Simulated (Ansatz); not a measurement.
Given:

```
CELL_PARAMETERS angstrom
      4.09002     0.00000     0.00000
     -2.04501     3.54207     0.00000
      0.00000     0.00000     6.65538
ATOMIC_POSITIONS crystal
  Cd 0.33333 0.66667 0.99925
  Cd 0.66667 0.33333 0.49925
  S  0.33333 0.66667 0.37575
  S  0.66667 0.33333 0.87575
```

Level of theory: r2SCAN with spin-orbit coupling, rigid bands (plane waves, PAW; Ansatz, a program for electronic structure). Condition of this run: hydrostatic pressure of 1.6 GPa (compression positive) (the target of the relaxation). Cell: cell and atoms relaxed with PBEsol, then loaded as said.

Q: What conductivity effective mass do dilute holes have at 300 K?

A: 1.11 (x), 1.11 (y), 1.47 (z) mₑ.

Q: Predict the electron conductivity mass (n e² τ/σ) at 300 K, by direction if it differs.

A: 0.180 (x), 0.180 (y), 0.166 (z) mₑ.

Q: And the band gap?

A: 1.75 eV at this level; semilocal functionals usually fall short of the measured gap.

Rigid bands, one relaxation time for all states, no polarons. Geometry: cell and atoms relaxed with PBEsol.
